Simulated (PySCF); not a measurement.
PySCF 2.14.0, MP2 (frozen core)/cc-pvdz: C#C[C@@H]1[SiH2][Si@H](C)N1[SiH3], 19 atoms. The geometry is a generated start, not checked to be a minimum at this level.

| Property | Value |
|---|---|
| task | mp2 |
| basis | cc-pvdz |
| two-electron scheme | exact four-centre integrals |
| frozen core | true |
| mf.init_guess | minao (default) |
| mf.DIIS | CDIIS (default) |
| mf.diis_space | 8 (default) |
| mf.conv_tol | 1e-09 (default) |
| basis functions (reference run) | 179 |

On 4 threads, 1 BLAS thread. Build: conda-forge: OpenMP (GNU), OpenBLAS with its own threads, libcint, Libxc. Each setting ran once; only counts and results are compared.

Values of mol.max_memory tried: 8000 MB, 4000 MB, 2000 MB, 1000 MB, 500 MB, 300 MB, 200 MB.

Question: What happens as the memory setting falls?

Answer: It runs down to 200 MB, the lowest tried, with the same result. At 8000 MB: SCF integrals in memory, transformation in memory. From 1000 MB down: direct SCF, transformation through a file.

| mol.max_memory | path | peak memory |
|---|---|---|
| 8000 MB | SCF integrals in memory, transformation in memory | 1.5 GiB |
| 4000 MB | SCF integrals in memory, transformation in memory | 1.5 GiB |
| 2000 MB | SCF integrals in memory, transformation in memory | 1.5 GiB |
| 1000 MB | direct SCF, transformation through a file | 1.1 GiB |
| 500 MB | direct SCF, transformation through a file | 1.1 GiB |
| 300 MB | direct SCF, transformation through a file | 1.1 GiB |
| 200 MB | direct SCF, transformation through a file | 1.1 GiB |

Peak memory is the kernel's count for the largest process, libraries included and scratch files not. The peak passes the setting at 1000 MB, 500 MB, 300 MB, 200 MB: it is no hard cap. MP2's transformation through a file may take 2000 MB even at lower settings.
